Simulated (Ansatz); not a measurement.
The parent structure is GaCuSe$_{2}$ in the chalcopyrite structure (space group I-42d, No. 122; a = 5.6083 Å, c = 11.0975 Å).

Method: r2SCAN/PAW in Ansatz (a first-principles code), no spin-orbit coupling.

Before the change:

The gap between the host's bands comes out as 0.57 eV and the gap character is direct at Γ.

Perturbation: 0.349 electrons added to each cell, a density of 2.0×10^21 cm⁻³, with a uniform compensating background at fixed cell and a 300 K Fermi–Dirac width.

Task: How does this affect the gap between the host's bands?

Result: The gap between the host's bands drops by 0.06 eV to 0.51 eV.

Task: What does the calculation give for the Fermi level from band edge after the change?

Result: The Fermi level relative to the doped band's edge (positive inside the band; to 0.05 eV) is +1.10 eV.

Task: What happens to the largest internal atomic displacement?

Result: The largest internal atomic displacement is 0.017 Å.

Task: Estimate the effect on the gap character.

Result: The gap character remains direct at Γ.

Carriers are added with a uniform compensating background; total energy and stress of such cells depend on the potential's zero and are not compared; many-body gap narrowing is missing at this level. No phonon test of stability was made. All final runs are without spin polarisation.
